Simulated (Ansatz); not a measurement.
The reference is Ru in the hcp (Mg type) structure (space group P6_3/mmc, No. 194; a = 2.676 Å, c = 4.224 Å; relaxed with 0.1 eV smearing). Axes: x lies along a and z along c of the hexagonal cell.

Method: DFT with LDA, PAW potentials and a 420 eV plane-wave cutoff in Ansatz (an electronic-structure program), scalar-relativistic without spin-orbit coupling.

Base values:

The shortest interatomic distance comes out as 2.617 Å and the pressure is 0.0 GPa.

Now apply this change: uniaxial strain ε_zz = −1.00 %, all other strain components held at zero; the atoms relax in the strained cell.

Task: Estimate the effect on the shortest interatomic distance.

Result: The shortest interatomic distance decreases by 0.017 Å (2.617 Å → 2.600 Å).

Task: What does the calculation give for the energy relative to the base after the change?

Result: The energy goes up by 3.1 meV/atom.

Task: What happens to the pressure?

Result: The pressure (mean of the normal stresses, compression positive) goes from zero to 4.0 GPa.

Whether these cells are dynamically stable was not tested. All final runs are without spin polarisation.
